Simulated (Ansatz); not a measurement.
```xyz
2
Lattice="11.0000 0.0000 0.0000 0.0000 11.0000 0.0000 0.0000 0.0000 6.0474" Properties=species:S:1:pos:R:3 pbc="T T T"
K      5.5000     5.5000     0.0000
Br     5.5000     5.5000     3.0237
```

Level of theory: PBE (plane waves to 420 eV, PAW; Ansatz, a first-principles code). Mesh 1×1×50. No spin polarisation. Isolated but for its images some 11 Å away. A hypothetical model. Symmetry and one short period hold its shape; lower forms weren't sought. Pairing along the axis, which can open a gap, is among the distortions not tried. Values not marked SOC lack spin–orbit coupling.

Question: Tabulate the two highest filled and two lowest empty levels along the axis, from the valence top.

Answer: 
| k (2π/c) | v2 (eV) | v1 (eV) | c1 (eV) | c2 (eV) |
|---|---|---|---|---|
| 0.000 | 0.00 | 0.00 | 4.23 | – |
| 0.042 | 0.00 | 0.00 | 4.24 | – |
| 0.083 | 0.00 | 0.00 | 4.27 | – |
| 0.125 | -0.01 | -0.01 | 4.32 | – |
| 0.167 | -0.01 | -0.01 | 4.38 | – |
| 0.208 | -0.01 | -0.01 | 4.46 | – |
| 0.250 | -0.02 | -0.02 | 4.54 | – |
| 0.292 | -0.03 | -0.03 | – | – |
| 0.333 | -0.03 | -0.03 | – | – |
| 0.375 | -0.03 | -0.03 | – | – |
| 0.417 | -0.04 | -0.04 | – | – |
| 0.458 | -0.04 | -0.04 | – | – |
| 0.500 | -0.04 | -0.04 | – | – |
A dash stands for levels within 1 eV of the vacuum level or above it.
